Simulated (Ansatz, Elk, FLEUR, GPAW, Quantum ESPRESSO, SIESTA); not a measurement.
## One structure in several programs: Ni₃Fe (Pm-3m, 4 atoms in the cell)

Self-consistent single point.

```
CELL_PARAMETERS angstrom
      3.55000     0.00000     0.00000
      0.00000     3.55000     0.00000
      0.00000     0.00000     3.55000
ATOMIC_POSITIONS crystal
  Fe 0.00000 0.00000 0.00000
  Ni 0.00000 0.50000 0.50000
  Ni 0.50000 0.00000 0.50000
  Ni 0.50000 0.50000 0.00000
```
Moments meant for the start (each program seeds them in its own way; μB, in the order of the atoms Fe Ni Ni Ni): 3.0 0.5 0.5 0.5.

All programs got the same cell, k-point mesh and kind of occupations, and the same starting moments (in Ansatz's words: kpoints.mp_grid.grid = 8 8 8; magnetization.spin_polarized = true; scf.occupations.method = fermi_dirac; scf.occupations.width = 0.1 eV); potentials, basis and cutoffs are each program's usual ones.

```csv
code,model,pressure (GPa),size of the net moment (μB/atom),k-points,cutoff
Ansatz,"PBE, PAW files",-0.83,1.21,35,420 eV
GPAW,"PBE, GPAW PAW datasets PBE (gpaw-data 1.0.1)",0.94,1.22,35,850 eV
FLEUR,"PBE, all-electron FLAPW (FLEUR), scalar-relativistic valence",–,1.20,35,Kmax 3.6 1/bohr
SIESTA,"GGA PBE, numerical atomic orbitals TZP, PseudoDojo PBE standard norm-conserving potentials (rewritten from UPF to PSML)",-3.78,1.23,296,grid 400 Ry
Quantum ESPRESSO,"PBE, PSlibrary PAW (PBE) pseudopotentials",-0.48,1.21,35,55 Ry
Elk,"PBE, all-electron FP-LAPW, Elk's shipped species files, APW+lo basis with extra local orbitals",–,1.21,35,rgkmax 8
```

A dash marks a value that a program does not give, or that is left out as unsure.

The spread over the programs that give each value: pressure within 4.72 GPa; size of the net moment within 0.03 μB/atom.

The starting cell has typed, rounded lattice constants, without a prior relaxation at this level. On Ansatz's run: The magnetic order is the one reached from the typed start; others were not searched systematically.

Why do the programs differ, and what cannot be compared?

Differences of this kind can come from the potentials, where these differ, and from what each basis and cutoff leave unconverged. The valence holds different numbers of electrons (Ansatz (a program for electronic structure) 70, GPAW 56, FLEUR 64, SIESTA 70, Quantum ESPRESSO 38). The zero of total energies and Fermi levels follows the potentials and each program's conventions, so they are not compared here. SIESTA uses small atom-centred bases, whose incompleteness enters pressures, forces and empty levels differently from a plane-wave cutoff. FLEUR and Elk treat all electrons, but the usual bases taken here (sphere radii, linearisation, local orbitals, empty states) were not tested for convergence, so the values are no reference for the others. Ansatz's pressure is given at a fixed set of plane waves, as the other plane-wave codes print theirs; with its correction for the finite basis it is -0.69 GPa. Site moments depend on each program's spheres or projections; the total moment of the cell does not. The programs reduce the same mesh by symmetry to different extents, which changes the work and not the result. In the pressure, GPAW (by 1.43) and SIESTA (by 3.29) lie more than 1 GPa from the median of the plane-wave programs.

Left out of this page: ABINIT (stopped by limits of time or memory).

Keys are those of Ansatz 0.2.
